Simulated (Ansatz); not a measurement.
CdS (model structure, started from the BeO type, P4₂/mnm, No. 136, 8 atoms in the cell)

Computed with r²SCAN in Ansatz (plane waves, PAW).

Run with plane-wave cutoff 560 eV, 6×6×10 k mesh (along the axes of the cell as run), Fermi–Dirac smearing 0.01 eV, scalar-relativistic PAW data made under PBE.

Cell (relaxed at this level):

CdS is modelled in the tetragonal space group P4₂/mnm (No. 136), Pearson symbol tP8. Conventional cell: a = 7.1289 Å, b = 7.1289 Å, c = 4.1965 Å, α = 90.00°, β = 90.00°, γ = 90.00°. Cd on 4g has 4 S at 2.516–2.584 Å. S on 4f is coordinated by 4 Cd at 2.516–2.584 Å. (Neighbours: up to the widest gap in distance over summed covalent radii, below 1.35, at either atom; cation-cation and far metal-metal contacts left out.)

```yaml
band_gap: 1.72 eV (on the SCF k mesh)
bulk_modulus: 53.4 GPa
```

Note: the bulk modulus is −V dP/dV from two relaxed cells at ±2 % in volume; the relaxation could raise the start's symmetry but not lower it, so the cell can be a saddle point.

Spin–orbit coupling is not included.

Computed values are for the static lattice.

The result took about 6 core-minutes (a rough figure).

A model structure was made by putting elements into a prototype or built by hand; it is no filed structure, need not be a known phase, and can be a saddle point held by its symmetry.

Ansatz is a quantum-chemistry and plane-wave program.
